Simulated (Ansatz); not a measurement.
Here is the system:

```
CELL_PARAMETERS angstrom
      0.00000     2.56215     2.56215
      2.56215     0.00000     2.56215
      2.56215     2.56215     0.00000
ATOMIC_POSITIONS crystal
  Cu 0.25000 0.25000 0.25000
  S  0.00000 0.00000 0.00000
```

Computed with PBEsol, DFPT electron-phonon coupling, linearised Boltzmann equation (plane waves, PAW, scalar-relativistic; Ansatz, a program for electronic structure). Cell: relaxed with this functional, without spin-orbit coupling.

Predict λ, the logarithmic mean phonon energy and the superconducting Tc for μ* = 0.13 referred to 21 meV.

λ = 0.57, ħω_log = 12.8 meV, Tc 1.64 K from the anisotropic Eliashberg equations. μ* is a chosen number, and Tc is 3.2 K at 0.08 and 1.00 K at 0.16.

A metal at this level (no band gap). The phonons are harmonic. Spin-orbit coupling is left out. Halving the electron mesh (28x28x28) moves the coupling by up to 2 %, Tc by up to 5 %. Smearing 0.20 eV; phonons on a 5x5x5 q mesh, which this run doesn't test.

Computed structure, not matched to a measured one here, so possibly hypothetical: CuS (F-43m).
